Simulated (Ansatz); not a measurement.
The slab is Si(111) 1x1 surface, 6 top atoms, 3 bilayers, bottom bilayer H-capped and fixed, every top atom capped by F; cell 11.5 x 6.6 Å; about 7 Å thick over the host's atoms, 18 atoms held. These are PBE-D3(BJ) (plane waves to 420 eV, PAW; Ansatz, a program for electronic structure) values and carry that method's errors. k mesh 1 x 2 x 1. The slab states were run without spin polarisation. Results hold for this slab, coverage and mesh. Energies are static: no zero-point or thermal part.

Step: SiH2 inserts into the Si-F bond. Start, atoms near the reaction:

| atom | x (Å) | y (Å) | z (Å) |
|---|---|---|---|
| Si(17) | 5.787 | 3.321 | 9.466 |
| Si(18) | 5.778 | 1.098 | 8.752 |
| Si(19) | 3.830 | 4.452 | 8.878 |
| F(31) | 5.913 | 3.175 | 11.153 |
| Si(35) | 7.690 | 4.454 | 8.753 |
| Si(b0) | 5.099 | 4.965 | 12.081 |
| H(b1) | 3.859 | 4.467 | 11.309 |
| H(b2) | 5.704 | 5.550 | 10.760 |

An image on its path:

```
atom    x (Å)  y (Å)   z (Å)
------  -----  -----  ------
Si(17)  5.846  3.219   9.440
Si(18)  5.772  1.046   8.677
Si(19)  3.890  4.367   8.767
F(31)   6.454  2.504  12.790
Si(35)  7.696  4.389   8.701
Si(b0)  5.516  3.236  11.721
H(b1)   4.259  2.519  11.524
H(b2)   5.669  4.685  11.708
```

Task: Which atoms feel the largest forces, and does the image come before the top or after it?

Result: 
```csv
atom,Fx,Fy,Fz (eV/Å)
H(b2),-0.37,0.64,0.89
H(b1),-0.68,0.05,0.73
Si(b0),0.48,-0.23,-0.72
```
The image lies after the top, -1.72 eV over the start.
